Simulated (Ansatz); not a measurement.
# Response to strain in Ga2O3

Start from Ga2O3 (space group C2/m, No. 12).

```
CELL_PARAMETERS angstrom
      6.13912    -1.52368     0.00000
      6.13912     1.52368     0.00000
     -1.37772     0.00000     5.64451
ATOMIC_POSITIONS crystal
  Ga 0.09046 0.09046 0.79527
  Ga 0.90954 0.90954 0.20473
  Ga 0.65876 0.65876 0.31444
  Ga 0.34124 0.34124 0.68556
  O  0.16524 0.16524 0.10946
  O  0.83476 0.83476 0.89054
  O  0.17323 0.17323 0.56278
  O  0.82677 0.82677 0.43722
  O  0.49625 0.49625 0.25596
  O  0.50375 0.50375 0.74404
```

Cartesian axes are those of the cell as printed.

Strains are applied to the cell and any free atomic positions relax.

Method: PBEsol, PAW, 420 eV (Ansatz, a first-principles code; scalar-relativistic without spin-orbit coupling), earlier PAW set.

| case | volume per atom | space group | smallest direct gap |
|---|---|---|---|
| base | 10.56 Å³ | C2/m (No. 12) | 2.25 eV |
| isotropic strain +4.69 % | 12.12 Å³ | C2/m (No. 12) | – |
| uniaxial strain ε_xx = +1.29 % | 10.70 Å³ | C2/m (No. 12) | ? |
| tensor shear ε_xy = −0.99 % | 10.56 Å³ | P-1 (No. 2) | 2.24 eV |
| tensor shear ε_xy = −0.87 % | 10.56 Å³ | P-1 (No. 2) | 2.24 eV |

**Question.** What belongs in the blanks?

**Answer.** 
- uniaxial strain ε_xx = +1.29 %, smallest direct gap: 2.14 eV

Whether these cells are dynamically stable was not tested.
